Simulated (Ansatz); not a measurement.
## BeS: Be → Ca

Base system: BeS in the zinc blende structure (space group F-43m, No. 216; a = 4.838 Å).

One thing is altered: every Be is replaced by Ca, then cell and atoms are relaxed.

Method: plane-wave PAW DFT at the PBEsol level (Ansatz, an electronic-structure program, 420 eV), no SOC. Settings: 9×9×9 k-points, 0.05 eV Fermi–Dirac smearing, for the changed cell.

```tsv
quantity	base	changed	shift
volume per atom	14.15 Å³	30.20 Å³	+16.05 Å³
lattice parameter a	4.838 Å	6.228 Å	+1.390 Å
space group	F-43m (No. 216)	F-43m (No. 216)	–
shortest interatomic distance	2.095 Å	2.697 Å	+0.602 Å
band gap	2.91 eV	3.59 eV	+0.68 eV
gap character	indirect, Γ → X	indirect, X → Γ	–
smallest direct gap	5.54 eV	3.73 eV	-1.81 eV
width of the top valence band	3.44 eV	0.17 eV	-3.27 eV
electron mass	0.80 mₑ along k, 0.28 mₑ across (at X)	0.35 mₑ (at Γ)	–
```

Final structure:

```
CaS
1.0
    0.00000     3.11418     3.11418
    3.11418     0.00000     3.11418
    3.11418     3.11418     0.00000
S Ca
1 1
Direct
  0.75000   0.75000   0.75000
  0.00000   0.00000   0.00000
```

Masses are band curvatures over ±0.01 Å⁻¹ around the edge. Along k means along the line from Γ to the band edge. Stability against distortions was not tested. As relaxed here, CaS is a hypothetical phase, not in the database extracts checked.
